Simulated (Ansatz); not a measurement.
**W: isotropic strain −2.54 %**

Take W in the bcc (W type) structure (space group Im-3m, No. 229; a = 3.169 Å; relaxed with 0.1 eV smearing) as the base.

One thing is altered: every lattice vector is shortened by 2.54 %, atoms relaxed at fixed cell.

Level of theory: DFT with r2SCAN, PAW potentials and a 500 eV plane-wave cutoff in Ansatz (an electronic-structure program), no SOC. Γ-centred 29×29×29 mesh, Fermi–Dirac width 0.1 eV.

```tsv
quantity	base	changed	shift
volume per atom	15.91 Å³	14.73 Å³	-1.18 Å³
space group	Im-3m (No. 229)	Im-3m (No. 229)	–
shortest interatomic distance	2.744 Å	2.675 Å	-0.0697 Å
energy relative to the base (free energy F)	0 meV/atom	+100 meV/atom	+100 meV/atom
pressure	0.0 GPa	28.8 GPa	+28.8 GPa
band gap	zero	zero	–
```

No phonon test of stability was made. The final runs are not spin-polarised.
